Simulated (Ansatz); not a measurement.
Seebeck coefficient (μV/K, mean over directions) of n-type SiSe2 (Ibam) against carrier density, PBEsol+D3BJ, rigid bands in Ansatz (a program for electronic structure). Computed gap 1.25 eV; densities at which minority carriers matter at this gap, or further valleys turn the trend, are left out. Conductivity mass 0.49 mₑ (harmonic mean over directions), N_c = 8.6e18 cm⁻³ at 300 K.

```
electron density  300 K  500 K
----------------  -----  -----
1e16 cm⁻³          -795   -863
1e17 cm⁻³          -596   -664
1e18 cm⁻³          -399   -466
3e18 cm⁻³          -306      …
1e19 cm⁻³          -209   -272
3e19 cm⁻³          -130   -186
1e20 cm⁻³           -68   -107
3e20 cm⁻³             …      …
1e21 cm⁻³           -21    -38
```

Q: Complete the blanks.

A: 
- 3e18 cm⁻³, 500 K: -373
- 3e20 cm⁻³, 300 K: -36
- 3e20 cm⁻³, 500 K: -59

Rigid bands with a gap fixed in temperature, one relaxation time for all states, no polarons or phonon drag, and whether or not such doping can be reached. Spin-orbit coupling is left out. Geometry: cell and atoms relaxed with PBEsol+D3(BJ).

Formula and space group known from diffraction (Crystallography Open Database), not checked to be the room-temperature form: SiSe2 (Ibam). PBEsol with a dispersion correction tends to overbind, so the cell can be several per cent short, in bad cases over ten, which usually narrows a gap: SiSe2 (Ibam).
